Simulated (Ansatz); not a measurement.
## Parameter sweep on Tc2B (Pnma, 12 atoms in the cell)

```cif
data_B4Tc8
_chemical_formula_sum 'Tc8 B4'
_space_group_name_H-M_alt 'P 1'
_space_group_IT_number 1
_cell_length_a 5.28497
_cell_length_b 4.01692
_cell_length_c 7.63946
_cell_angle_alpha 90.000
_cell_angle_beta 90.000
_cell_angle_gamma 90.000
loop_
_space_group_symop_operation_xyz
  'x, y, z'
loop_
_atom_site_label
_atom_site_type_symbol
_atom_site_fract_x
_atom_site_fract_y
_atom_site_fract_z
_atom_site_occupancy
Tc1 Tc 0.53800 0.25000 0.78200 1
Tc2 Tc 0.03800 0.25000 0.71800 1
Tc3 Tc 0.46200 0.75000 0.21800 1
Tc4 Tc 0.96200 0.75000 0.28200 1
Tc5 Tc 0.17400 0.25000 0.06200 1
Tc6 Tc 0.67400 0.25000 0.43800 1
Tc7 Tc 0.82600 0.75000 0.93800 1
Tc8 Tc 0.32600 0.75000 0.56200 1
B1 B 0.70200 0.25000 0.11100 1
B2 B 0.20200 0.25000 0.38900 1
B3 B 0.29800 0.75000 0.88900 1
B4 B 0.79800 0.75000 0.61100 1
```

Base run A: PBE (Ansatz, an electronic-structure program), self-consistent single point.

Its settings: kpoints.mp_grid.grid = 4 5 2; hamiltonian.xc = pbe; hamiltonian.pseudopotentials = {kind: paw} (the program's default PAW files); scf.occupations.method = fermi_dirac; scf.occupations.width = 0.136 eV.

The starting cell was generated: these elements placed on a structure prototype, without a prior relaxation; it need not be a known phase or ordering of this composition. Spin polarisation is off. In the base run, with a pressure of about -31 GPa the cell is away from its equilibrium volume at this level. In the base run, forces exceed 1 eV/Å. Ansatz's pressure includes its estimate of the finite-basis (Pulay) stress. Without a gap this mesh is coarse (it stands for a supercell whose shortest vector is 15 Å).

ΔF is the free energy per atom less that of run A. 

```tsv
run	scf.mixing.algorithm, scf.mixing.ndim	ΔF (meV/atom)	pressure (GPa)	largest force (eV/Å)	iterations
A	default (the program chose MSR1), default	0.00	-31.43	1.216	7
B	anderson, default	0.00	-31.43	1.216	10
C	broyden, default	0.00	-31.43	1.216	10
D	broyden, 3	0.00	-31.43	1.215	12
E	msr1, default	0.00	-31.43	1.216	9
F	msr1, 12	0.00	-31.43	1.216	9
```

Runs B, C, D, E, F gave the same state as A (within 1 meV/atom). The fewest iterations to that state were 7 (A); the most were 12.

Left out of this page: 1 run of the series stopped by limits of time or memory.

Keys are those of Ansatz 0.2.
